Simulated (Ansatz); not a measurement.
The reference is Ag in the fcc (Cu type) structure (space group Fm-3m, No. 225; a = 4.1046 Å; relaxed with 0.1 eV smearing). Axes: x, y, z lie along the cube axes.

Structures relaxed with r2SCAN (Ansatz, a quantum-chemistry and plane-wave program), no spin-orbit coupling, earlier PAW set.

Base:

Simulated powder pattern, Mo Kα, λ = 0.71073 Å (kinematic, ideal powder, no thermal factors, no anomalous dispersion; the 10 strongest lines at most, above 2 %, up to 2θ = 40°):

```csv
2θ (°),I/Imax (%),hkl
17.25,100,(111)
19.94,50,(200)
28.35,34,(220)
33.37,40,(311)
34.90,12,(222)
```

One thing is altered: biaxial strain −3.62 %, plane normal [111], relaxed out of plane (Cartesian); in-plane vectors clamped, the third vector and the atoms free.

Problem. Predict the new powder pattern.

Solution. 
Simulated powder pattern, Mo Kα, λ = 0.71073 Å (kinematic, ideal powder, no thermal factors, no anomalous dispersion; the 10 strongest lines at most, above 2 %, up to 2θ = 40°):

```
2θ (°)  d (Å)  I/Imax (%)       hkl
------  -----  ----------  --------
16.70   2.447          39     (111)
17.77   2.301         100  (1 1 -1)
20.25   2.022          69     (200)
28.12   1.463          26     (220)
29.44   1.399          22  (2 0 -2)
32.88   1.255          15     (311)
33.77   1.223         4.7     (222)
34.03   1.214          27  (3 1 -1)
34.60   1.195          13  (1 1 -3)
35.99   1.150          11  (2 2 -2)
```

The indices refer to the base's conventional cell; one index is shown for lines that coincide. The space group is now R-3m (No. 166).

Whether these cells are dynamically stable was not tested.
